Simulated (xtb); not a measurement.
xtb 6.7.1, GFN2-xTB: CC1(C)c2cc(-c3ccco3)ccc2-c2ccc(-c3c4ccccc4cc4ccccc34)cc21, 58 atoms. The geometry is a generated start, not checked to be a minimum at this level.

| Item | Value |
|---|---|
| method | GFN2-xTB |
| --acc | 1 (default) |
| --etemp (K) | 300 (default) |
| detailed input (--input) | none: ANC optimiser, Lindh (1995) Hessian, microcycle=20, maxdispl=1.0, hlow=0.01 (default) |
| basis functions | 160 |
| valence electrons | 162 |

The structure is relaxed from this start with --opt LEVEL for the levels crude, sloppy, loose, lax, normal, tight, vtight, extreme, once each. Up to the end of the extreme run atoms move by at most 0.12 Å along an axis.

Q: What is the loosest level that ends within 1 meV of the extreme run, and how many cycles does it take?

A: sloppy: 6 cycles against 22, ending 0.62 meV above.

```csv
level,cycles,energy above the extreme run (meV),gradient norm (eV/Å)
crude,4,7.5,0.33
sloppy,6,0.62,0.10
loose,6,0.62,0.10
lax,7,0.21,0.075
normal,10,0.11,0.029
tight,12,0.055,0.0063
vtight,16,0.015,0.0019
extreme,22,—,0.0010
```
